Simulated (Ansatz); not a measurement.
The cell is made up: elements placed on another compound's structure type, so the phase may be hypothetical.

Inside the gap of an insulator the Bloch states are evanescent, with a wavenumber k + iκ along the transport direction.

Consider the following.

```
Hf3Lu4O12
1.0
    5.55156     0.00000     0.00000
   -2.77578     9.13221    -0.05067
    2.77578     0.86995     4.72843
Lu Hf O
4 3 12
Cartesian
  2.77578   4.80343   4.00474
  2.77578   5.19874   0.67302
  2.77578   8.05482   3.40654
  2.77578   1.94734   1.27122
  0.00000   0.00000   0.00000
  5.55156   2.90092   2.72527
  0.00000   7.10124   1.95249
  4.39623   3.61316   1.12638
  1.15534   6.38901   3.55138
  4.87902   4.18603   4.24011
  0.67255   5.81614   0.43765
  1.82788   3.82394   2.27204
  3.72368   6.17823   2.40572
 -1.04493   8.03913   0.38911
  6.59650   1.96303   4.28865
 -0.66214   8.57414   3.29704
  6.21371   1.42802   1.38072
  1.70707   8.24665   1.51704
  3.84449   1.75551   3.16072
```

Space group of this cell: R-3. The cell was relaxed by PBE-D3(BJ); by r2SCAN its mean pressure is -1.8 GPa.

Transport runs along the normal of the first two printed cell vectors.

The gap is the functional's own. No spin-orbit coupling. Mid-gap values are interpolated on the energy grid.

Task: State the band gap and the smallest decay constant κ at mid-gap according to r2SCAN (Ansatz, a program for electronic structure).

Result: Gap 4.89 eV on a 8×8×8 mesh; κ = 0.381 1/Å, at the zone centre.
